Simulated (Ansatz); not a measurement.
Defect: interstitial H in ferroelectric LiNbO3, charge state +1. Calculation: PBE, PAW (plane waves to 420 eV; Ansatz, a quantum-chemistry and plane-wave program).

Settings: 120 host sites, the relaxed PBE lattice, the Γ point alone, smearing 0.01 eV, spin-restricted, no image-charge correction. Static, classical nuclei. The charge state is imposed; whether it is stable for some Fermi level was not computed. Sites that were not tried may lie lower. The start lies 0.12 eV above the lowest site run (PBE).

Barriers: single points on a 2×2×2 k-point mesh shifted by half a step along c at the bands' geometries.

The step: several atoms move together, H the farthest. Atoms about the jump, Cartesian Å from the middle of the jump, before and after:

| atom | x0 | y0 | z0 | x1 | y1 | z1 |
|---|---|---|---|---|---|---|
| H1 | 0.68 | -0.86 | 0.00 | -0.68 | 0.86 | 0.00 |
| O2 | -1.54 | 0.93 | 0.98 | -1.30 | 0.92 | 0.78 |
| O3 | 1.05 | -0.35 | 0.78 | 1.18 | -0.22 | 1.00 |
| Nb4 | -0.71 | -0.42 | 1.99 | -0.36 | -0.57 | 1.99 |
| Li5 | -0.49 | 2.56 | 0.24 | -0.41 | 2.80 | 0.32 |
| O6 | 0.46 | 1.34 | -1.37 | 0.39 | 1.27 | -1.29 |
| Nb7 | 2.14 | 1.16 | -0.53 | 2.12 | 1.11 | -0.49 |
| O8 | 1.46 | 2.52 | 0.98 | 1.48 | 2.56 | 0.98 |
| O9 | -1.18 | -1.93 | 1.00 | -1.12 | -1.96 | 0.98 |
| Li10 | -0.53 | -0.37 | -2.16 | -0.50 | -0.43 | -2.16 |
| O11 | 0.17 | 1.06 | 3.24 | 0.16 | 1.04 | 3.31 |
| Li12 | 2.14 | 1.14 | 2.64 | 2.12 | 1.13 | 2.58 |
| Nb13 | -3.10 | 1.12 | -0.51 | -3.16 | 1.12 | -0.53 |
| O14 | -2.46 | -0.43 | -1.37 | -2.47 | -0.43 | -1.37 |

### Question
Give the saddle-point geometry and the barrier.

### Answer

```csv
atom,x,y,z
H1,-0.10,0.55,0.54
O2,-1.28,0.87,0.84
O3,0.95,-0.05,0.87
Nb4,-0.65,-0.61,2.10
Li5,-0.50,2.69,0.20
O6,0.48,1.34,-1.44
Nb7,2.11,1.11,-0.54
O8,1.45,2.59,0.91
O9,-1.19,-2.02,1.01
Li10,-0.48,-0.41,-2.12
O11,0.14,1.02,3.34
Li12,2.03,1.08,2.51
Nb13,-3.05,1.09,-0.51
O14,-2.43,-0.46,-1.38
```
It lies 0.93 eV above the start and 0.93 eV above the end. The check of the saddle point's order was inconclusive.
